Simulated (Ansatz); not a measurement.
System: fluorite NiSi2. Method: PBE (Ansatz, a quantum-chemistry and plane-wave program, plane waves, PAW).

Numerical settings: plane-wave cutoff 520 eV, 20×20×20 k mesh, Fermi–Dirac smearing 0.072 eV (set by the program), no spin polarisation, scalar-relativistic PAW data made under PBE.

Computed at the level's own relaxed cell.

Elastic tensor (GPa, Voigt notation, ions relaxed):

```
  177.3   128.0   128.0     0.0     0.0     0.0
  128.0   177.3   128.0     0.0     0.0     0.0
  128.0   128.0   177.3     0.0     0.0     0.0
    0.0     0.0     0.0    72.3     0.0     0.0
    0.0     0.0     0.0     0.0    72.3     0.0
    0.0     0.0     0.0     0.0     0.0    72.3
```

Question: Work out the Voigt, Reuss and Hill averages of the bulk and shear moduli, Young's modulus and Poisson's ratio from the printed constants.

Answer: K_V = [C11 + C22 + C33 + 2(C12 + C13 + C23)]/9 = [531.9 + 2 × 384.0]/9 = 144.4 GPa. G_V = [531.9 − 384.0 + 3 × 216.9]/15 = 53.2 GPa. From the compliances S = C⁻¹, K_R = 144.4 and G_R = 40.8 GPa. Hill means: K = 144.4, G = 47.0 GPa. E = 9KG/(3K + G) = 127 GPa, ν = (3K − 2G)/(6K + 2G) = 0.35, K/G = 3.07.

Static lattice: no zero-point or thermal effects.
